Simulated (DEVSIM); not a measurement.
System: Schottky contact on n-type GaN, at 300 K.

Layer 1 from the left is GaN, thickness (μm) 1.70, Nd (cm⁻³) 1.6e15, τn (s) 1.5e-9, τp (s) 1.5e-9.

Left contact: Schottky, work function 5 eV, emission velocity 7.8e6 cm/s. Right contact: ohmic. Voltage is applied to the left contact. Recombination: SRH at mid-gap, radiative. Mobility is constant in doping.

The device is made up for the run: typed textbook-type constants, with dimensions and the other settings drawn at random. Values at 300 K.

GaN: gap (eV) 3.43, affinity (eV) 4.1, permittivity 9.5, Nc (cm⁻³) 2.3e18, Nv (cm⁻³) 4.6e19, μn (cm²/Vs) 1200, μp (cm²/Vs) 100, B (cm³/s) 1e-11.

Question: Estimate by hand the built-in potential, the peak field at zero bias, the capacitance at -0.6 V, and compare with a numerical solution.

Answer: 
- Built-in potential: barrier φB = 0.900 eV; Vbi = φB − kT/q ln(N_band/N) = 0.712 V; numerical 0.712 V.
- Peak field at zero bias: depletion approximation: W = √(2εVbi/(qN)) = 0.684 μm with N = 1.60e15 cm⁻³; field = 2Vbi/W = 20800 V/cm; numerical 20400 V/cm (estimate above by 1.9 %).
- Capacitance at -0.6 V: C = √(qεN / 2(Vbi + |V|)) = 9.06 nF/cm²; numerical 9.15 nF/cm² (estimate below by 0.96 %).

DEVSIM, 1D drift-diffusion, Boltzmann statistics, complete ionisation; no tunnelling, impact ionisation, image-force lowering or self-heating. Metal contacts follow the ideal Schottky-Mott rule: no Fermi-level pinning, no interface dipoles.
